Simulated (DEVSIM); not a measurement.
Device: In0.52Al0.48As/In0.53Ga0.47As n-p heterojunction, at 450 K.

```
layer (left to right)        material  thickness (μm)  Nd (cm⁻³)  Na (cm⁻³)  τn (s)  τp (s)
---------------------  --------------  --------------  ---------  ---------  ------  ------
1                      In0.52Al0.48As           0.100     1.8e17          -  2.1e-8  2.1e-8
2                      In0.53Ga0.47As           0.210          -     3.5e16  2.1e-8  2.1e-8
```

Left contact: ohmic. Right contact: ohmic. Voltage is applied to the left contact. Recombination: SRH at mid-gap, radiative, Auger. Mobility is constant in doping.

Constants are typed, rounded textbook-type inputs, not results; the design itself was drawn at random and stands for no fabricated device. Values at 300 K; Nc and Nv go as T^1.5, mobilities as T to minus their exponent, the gap by Varshni's rule with the affinity fixed.

```csv
parameter,In0.52Al0.48As,In0.53Ga0.47As
gap (eV),1.45,0.74
affinity (eV),4,4.51
permittivity,12.5,13.9
Nc (cm⁻³),5.1e17,2.1e17
Nv (cm⁻³),1.1e19,7.7e18
μn (cm²/Vs),4000,12000
μp (cm²/Vs),75,300
T exponent of μn,1.5,1.6
T exponent of μp,1.5,1.6
B (cm³/s),1e-10,9.6e-11
Cn (cm⁶/s),1e-30,5e-29
Cp (cm⁶/s),1e-30,5e-29
Varshni α (eV/K),0.00042,0.00035
Varshni β (K),180,190
```

Model (solved in DEVSIM): 1D drift-diffusion, Boltzmann statistics, complete ionisation; no tunnelling, impact ionisation, image-force lowering or self-heating. Band offsets follow the typed affinities; no thermionic-emission limit at abrupt steps, no polarisation charge.

Question: Tabulate band edges, carrier densities and field at zero bias.

Answer: Energies count from the Fermi level of the right contact; mesh points crowd at the junctions.

```
x (μm)    Ec (eV)  Ev (eV)  n (cm⁻³)  p (cm⁻³)  field (V/cm)
--------  -------  -------  --------  --------  ------------
0.000       0.064   -1.330    1.8e17     26000           890
0.003273    0.064   -1.329    1.8e17     26000           920
0.008054    0.065   -1.329    1.8e17     26000          1100
0.01627     0.066   -1.328    1.7e17     27000          1800
0.03360     0.072   -1.321    1.5e17     32000          6600
0.05579     0.108   -1.286    5.8e16     80000         30000
0.07348     0.194   -1.199    6.2e15    750000         70000
0.08830     0.326   -1.068    2.1e14     2.2e7        110000
0.09478     0.401   -0.993    3.0e13     1.5e8        120000
0.09855     0.450   -0.944    8.6e12     5.4e8        130000
0.1013     -0.025   -0.719    7.4e17    1.3e11        110000
0.1068      0.024   -0.670    2.1e17    4.4e11         76000
0.1146      0.076   -0.618    5.4e16    1.7e12         61000
0.1263      0.141   -0.552    1.0e16    9.2e12         52000
0.1558      0.271   -0.422    3.5e14    2.6e14         37000
0.1958      0.385   -0.309    1.9e13    4.9e15         20000
0.2375      0.438   -0.255    4.8e12    1.9e16          7200
0.2683      0.453   -0.241    3.3e12    2.9e16          3000
0.2900      0.458   -0.236    2.9e12    3.2e16          1700
0.2999      0.459   -0.234    2.8e12    3.4e16          1500
0.3056      0.460   -0.233    2.7e12    3.4e16          1400
0.3100      0.461   -0.233    2.7e12    3.5e16          1400
```
